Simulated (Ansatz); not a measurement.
Abridged Ansatz (an electronic-structure program) output:

```
Relaxation: its limit of steps is 50 (relax.max_steps)
Pseudopotential: Ti, paw, valence charge 12
Pseudopotential: Al, paw, valence charge 3
Crystal: 2 atoms, lattice volume = 31.653 Å³
Basis set: ecut = 500 eV, 807 PW (Γ), exchange–correlation on 96×96×120 points (64 copies of the dense FFT grid, shifted against one another)
Bands: 12, of which v1, the nominal top of the filled ones, is band 8 counted from 1 (7 counted from 0)
Symmetry: 16 space group operations
k-points: 528 of 5600
Functional: x = r2scan, c = r2scan; τ floored in thin density (d = 2e-4 eV/Å³)
SCF iter   1: F=—  HF=-3045.676197 eV  |F-HF|=—  |Δ(HF+E_count)|=         —  Δρ=1.14e-2  dr2=3.51e-2  dr2_τ=1.94e-2  ethr=1.77e-3  ⟨swp⟩=4.9  Hψ=32150  notcnv=0
SCF iter   2: F=—  HF=-3045.708413 eV  |F-HF|=—  |Δ(HF+E_count)|=   3.22e-2  Δρ=3.94e-3  dr2=3.23e-3  dr2_τ=5.60e-4  ethr=2.34e-4  ⟨swp⟩=2.3  Hψ=15916  notcnv=0
SCF 1 converged in 8 iterations: F = -3045.709100 eV  dr2 = 7.86e-11
relax step   1: F+E_penalty+E_count = -3045.70910007 eV  Δ(F+E_penalty+E_count) = +0.000e0 eV  max|allowed force component| = 2.712e-31 eV/Å  Δτ_max = 0.0000 Å  (8 SCF iters, accepted)
Crystal: 2 atoms, lattice volume = 31.653 Å³
SCF iter   1: F=—  HF=-3045.709100 eV  |F-HF|=—  |Δ(HF+E_count)|=         —  Δρ=6.22e-7  dr2=7.86e-11  dr2_τ=5.30e-12  ethr=1.00e-12  ⟨swp⟩=1.4  Hψ=34730  notcnv=0
SCF iter   2: F=-3045.709100 eV  HF=-3045.709100 eV  |F-HF|=6.37e-12  |Δ(HF+E_count)|=  3.00e-11  Δρ=3.39e-7  dr2=2.13e-11  dr2_τ=1.65e-12  ethr=1.00e-12  ⟨swp⟩=3.0  Hψ=16560  notcnv=0
SCF 2 converged in 2 iterations: F = -3045.709100 eV  dr2 = 2.13e-11
SCF converged after 2 iterations
Free energy (F): -3045.709100 eV
Internal energy: -3045.657259 eV  (E = F + TS)
E sigma→0 (E₀):  -3045.683179 eV
Entropy (-TS):   -0.051841 eV (-25.921 meV/atom)
Fermi energy:    11.316904 eV
--- Forces (eV/Å), atoms counted from 1 ---
  atom   1  Ti    -0.00000000     0.00000000     0.00000000
  atom   2  Al     0.00000000    -0.00000000     0.00000000
--- Stress (GPa, compression-positive) ---
        1.868528       0.000000       0.000000
        0.000000       1.868528       0.000000
        0.000000       0.000000       1.864490
  P = ⅓ Tr σ = 1.8672 GPa (18.672 kbar)
--- Relaxed structure (1 steps of the walk, 1 accepted, 0 SCFs on fresh bases) ---
  atoms:
    - { symbol: Ti, position: [0.0, 0.0, 0.0] }
    - { symbol: Al, position: [0.5, 0.5, 0.49999999999999994] }
```

Task: What was computed, and what are the main results?

Result: TiAl, 2 atoms in the cell, with r2SCAN (Ansatz), scalar-relativistic without spin-orbit coupling. The last SCF converged to F = -3045.709100 eV, or -1522.8546 eV per atom, at a pressure of 1.87 GPa. The total energy compares only with runs of the same code, potentials and settings.

The cells carry an imposed strain or load. Whether these cells are dynamically stable was not tested. All final runs are without spin polarisation. The cell was made from TiAl (space group P4/mmm, No. 123) by this change: isotropic strain −0.50 %.

Keys are those of Ansatz 0.2.
